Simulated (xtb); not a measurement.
xtb 6.7.1, GFN1-xTB: Cc1cc(C(F)(F)F)sc1/C=C/c1c(F)c(F)c(C)c(F)c1F, 32 atoms. The geometry is a generated start, not checked to be a minimum at this level.

```
Item                                                                                                            Value
------------------------  -------------------------------------------------------------------------------------------
method                                                                                                       GFN1-xTB
--acc                                                                                                     1 (default)
--etemp (K)                                                                                             300 (default)
detailed input (--input)  none: ANC optimiser, Lindh (1995) Hessian, microcycle=20, maxdispl=1.0, hlow=0.01 (default)
basis functions                                                                                                   116
valence electrons                                                                                                 124
```

The structure is relaxed from this start with --opt LEVEL for the levels crude, sloppy, loose, lax, normal, tight, vtight, extreme, once each. Up to the end of the extreme run atoms move by at most 0.60 Å along an axis.

What is the loosest level that ends within 5 meV of the extreme run, and how many cycles does it take?

sloppy: 10 cycles against 44, ending 3.1 meV above.

```tsv
level	cycles	energy above the extreme run (meV)	gradient norm (eV/Å)
crude	4	45	0.50
sloppy	10	3.1	0.21
loose	11	2.5	0.12
lax	11	2.5	0.12
normal	19	0.84	0.015
tight	22	0.67	0.0078
vtight	44	under 0.01	0.0018
extreme	44	—	0.0018
```
